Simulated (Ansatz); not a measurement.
# Volume per atom of HgSe (model structure, started from the beta GaS type, P6₃/mmc, No. 194, 8 atoms in the cell) at several levels of theory

No measured value is used here.

### Question
Put these levels in order of the volume per atom that they give for HgSe (model structure, started from the beta GaS type, P6₃/mmc, No. 194, 8 atoms in the cell), smallest first: PBE (Ansatz, an electronic-structure program), PBE-D3(BJ) (Ansatz), PBEsol (Ansatz).

### Answer
PBE-D3(BJ) (30.78 Å³/atom), PBEsol (31.13 Å³/atom), PBE (36.31 Å³/atom)

Density-functional levels without +SOC have no spin–orbit coupling. Ansatz's density-functional and Hartree–Fock values are scalar-relativistic unless marked +SOC, with PAW data made under PBE.

A model structure was made by putting elements into a prototype or built by hand; it is no filed structure, need not be a known phase, and can be a saddle point held by its symmetry.
